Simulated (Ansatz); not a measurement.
# How far PBE and PBEsol part for Pt, Pt → Ni

The parent structure is Pt in the fcc (Cu type) structure (space group Fm-3m, No. 225; a = 3.9701 Å).

(Cell as relaxed with PBE.)

Levels (all Ansatz, a quantum-chemistry and plane-wave program, PAW, earlier PAW set): PBE (420 eV, scalar-relativistic without spin-orbit coupling); PBEsol (420 eV, spin-orbit coupling left out).

Each level relaxes its own structure.

| base | PBE | PBEsol |
|---|---|---|
| volume per atom | 15.64 Å³ | 15.04 Å³ |
| lattice parameter a | 3.970 Å | 3.918 Å |
| band gap | zero | zero |

Modification: every Pt is replaced by Ni, then cell and atoms are relaxed.

| quantity | PBE | PBEsol |
|---|---|---|
| largest site moment | 0.67 μB | (withheld) |
| lattice parameter a | 3.519 Å | (withheld) |
| magnetic state | ferromagnetic | (withheld) |

### Question
Given the PBE results, estimate those of PBEsol.

### Answer

- largest site moment, PBEsol: 0.65 μB
- lattice parameter a, PBEsol: 3.463 Å
- magnetic state, PBEsol: ferromagnetic

PBE's lattice parameter a lies 0.056 Å above PBEsol's (1.6 %); the two agree on the magnetic state. Neither level is exact; PBEsol is the comparison here, not a measurement.

Other magnetic orders, which the real material may have, were not ruled out. Stability against distortions was not tested. Spin-polarised in the final run: PBE Ni and PBEsol Ni; the other runs are not.
